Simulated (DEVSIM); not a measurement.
Device: Schottky contact on n-type Si, at 400 K.

```
layer (left to right)  material  thickness (μm)  Nd (cm⁻³)   τn (s)   τp (s)
---------------------  --------  --------------  ---------  -------  -------
1                            Si            2.20     2.3e16  0.00037  0.00037
```

Left contact: Schottky, work function 4.57 eV, emission velocity 3.5e6 cm/s. Right contact: ohmic. Voltage is applied to the left contact. Recombination: SRH at mid-gap. Mobility is constant in doping.

The device is made up for the run: typed textbook-type constants, with dimensions and the other settings drawn at random. Values at 300 K; Nc and Nv go as T^1.5, mobilities as T to minus their exponent, the gap by Varshni's rule with the affinity fixed.

```csv
parameter,Si
gap (eV),1.124
affinity (eV),4.05
permittivity,11.7
Nc (cm⁻³),2.86e19
Nv (cm⁻³),3.1e19
μn (cm²/Vs),1417
μp (cm²/Vs),470
T exponent of μn,2.3
T exponent of μp,2.2
Varshni α (eV/K),0.000473
Varshni β (K),636
```

Simulated with DEVSIM: 1D drift-diffusion, Boltzmann statistics, complete ionisation; no tunnelling, impact ionisation, image-force lowering or self-heating. Metal contacts follow the ideal Schottky-Mott rule: no Fermi-level pinning, no interface dipoles.

The doping Nd of layer 1 was swept, all else fixed.

```
doping Nd of layer 1 (cm^-3)  largest field in the device at zero bias (V/cm)  dark forward voltage at 100 A/cm² (V)  potential step across the device at zero bias (V)
----------------------------  -----------------------------------------------  -------------------------------------  -------------------------------------------------
6.9e14                                                                   4700                                  0.393                                              0.139
2.3e15                                                                  10000                                  0.197                                              0.180
6.9e15                                                                  20000                                  0.135                                              0.218
2.3e16                                                                  40000                                  0.109                                              0.260
6.9e16                                                                  74000                                  0.100                                              0.297
2.3e17                                                                 150000                                  0.097                                              0.339
6.9e17                                                                 270000                                  0.096                                              0.377
```

From the first row to the last the largest field in the device at zero bias goes from 4700 to 270000. From the first row to the last the dark forward voltage at 100 A/cm² goes from 0.393 to 0.096.
